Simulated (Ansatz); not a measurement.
Worked example: zone-centre phonon calculation of YAlSi (Cmcm, 6 atoms in the cell) in Ansatz (a program for electronic structure).

Computed with LDA (PW92), default PAW files made with PBE (plane waves; Ansatz).

```
CELL_PARAMETERS angstrom
      1.98017    -5.14346     0.00000
      1.98017     5.14346     0.00000
      0.00000     0.00000     5.67650
ATOMIC_POSITIONS crystal
  Y  0.30520 0.69480 0.25000
  Y  0.69480 0.30520 0.75000
  Al 0.00000 0.00000 0.50000
  Al 0.00000 0.00000 0.00000
  Si 0.40169 0.59831 0.75000
  Si 0.59831 0.40169 0.25000
```

Reference input (self-consistent single point, DFT, LDA (PW92), plane waves, default PAW files made with PBE): basis.ecutwfc = 420 eV; kpoints.mp_grid.grid = 9 9 6; hamiltonian.xc = lda; hamiltonian.pseudopotentials = {kind: paw} (the program's default PAW files); scf.occupations.method = fermi_dirac; scf.occupations.width = 0.1 eV. This run's input differs from it in these lines:

Ansatz 0.2 input:
```diff
@@ -13,3 +13,3 @@
 basis:
-  ecutwfc: 420.0
+  ecutwfc: 210.0
 kpoints:
@@ -21,6 +21,4 @@
   occupations: { method: fermi_dirac, width: 0.1 }
-output:
-  forces: true
-  eigenvalues: true
-  stress: true
+phonons:
+  method: dfpt
```

Output, abridged:

```
SCF iter   1: F=—  HF=-9736.556233 eV  |F-HF|=—  |Δ(HF+E_count)|=         —  Δρ=8.96e-3  dr2=4.02e-2  ethr=1.77e-3  ⟨swp⟩=6.0  Hψ=16793  notcnv=0
all-band conjugate gradients solve this SCF's bands
preconditioner: auto → Kerker (q_TF=auto, 2.246 Å⁻¹)
SCF iter   2: F=—  HF=-9736.540505 eV  |F-HF|=—  |Δ(HF+E_count)|=   1.57e-2  Δρ=4.45e-3  dr2=9.55e-3  ethr=1.12e-4  ⟨swp⟩=2.1  Hψ=6586  notcnv=0
   [... lines left out ...]
SCF iter   5: F=—  HF=-9736.536741 eV  |F-HF|=—  |Δ(HF+E_count)|=   1.05e-6  Δρ=1.63e-5  dr2=2.83e-7  ethr=9.71e-9  ⟨swp⟩=2.2  Hψ=5191  notcnv=0
SCF iter   6: F=—  HF=-9736.536741 eV  |F-HF|=—  |Δ(HF+E_count)|=   2.32e-9  Δρ=2.15e-6  dr2=6.53e-9  ethr=7.85e-10  ⟨swp⟩=1.7  Hψ=4194  notcnv=0
SCF iter   7: F=—  HF=-9736.536741 eV  |F-HF|=—  |Δ(HF+E_count)|=  9.55e-10  Δρ=4.48e-7  dr2=2.51e-10  ethr=1.81e-11  ⟨swp⟩=2.6  Hψ=5629  notcnv=0
SCF iter   8: F=-9736.536741 eV  HF=-9736.536741 eV  |F-HF|=1.82e-12  |Δ(HF+E_count)|=  6.00e-11  Δρ=7.26e-8  dr2=7.32e-12  ethr=1.00e-12  ⟨swp⟩=3.0  Hψ=14565  notcnv=0
SCF 1 converged in 8 iterations: F = -9736.536741 eV  dr2 = 7.32e-12
DFPT response loops at Γ: preconditioner auto → Kerker (q_TF=auto, 2.246 Å⁻¹) (partly filled bands, converged f_vac=0.000) …
Free energy (F): -9736.536741 eV
Internal energy: -9736.473901 eV  (E = F + TS)
E sigma→0 (E₀):  -9736.505321 eV
Entropy (-TS):   -0.062839 eV (-10.473 meV/atom)
Fermi energy:    10.016214 eV
--- Phonons (Γ-DFPT): 9 representative perturbations + reference, on 140 of 486 k-points (Σ response iterations 27) ---
  k mesh reduced under 2 symmetry operations, with k and −k counted as one. Each operation leaves every solved displacement unchanged or reverses it
  ASR residual: 2.664e-4 → 0.000e0 eV/Å²; symmetrization residual: 4.045e-6 eV/Å²
  ASR residual per site (eV/Å²): 2.66e-4 2.66e-4 2.30e-5 2.30e-5 3.21e-5 3.21e-5
  Γ frequencies (cm⁻¹): 0.00 0.00 0.00 117.67 148.66 149.68 169.70 208.54 219.57 235.32 237.80 262.39 270.73 273.48 279.86 301.53 339.20 357.05
  non-analytic LO–TO correction: not included (Born effective charges unavailable; polar crystals: no LO–TO splitting at Γ)
```

The run converged in 8 iterations. 

Summary of the result:
| Quantity | Value |
|---|---|
| Free energy E − TS (on the zero of these files) | -9736.5367 eV |
| Fermi level (on the code's own zero) | 10.02 eV |
| Zone-centre frequencies (cm⁻¹; negative means imaginary) | 0, 0, 0, 118, 149, 150, 170, 209, 220, 235, 238, 262, 271, 273, 280, 302, 339, 357 |

The starting cell comes from a database of computed structures (which also holds hypothetical and non-ambient phases and stackings), without a prior relaxation at this level. Its lattice was rescaled by up to half a per cent. The cutoff lies below the one recommended for these files.

Cost on one core of a shared machine: roughly 2 min.
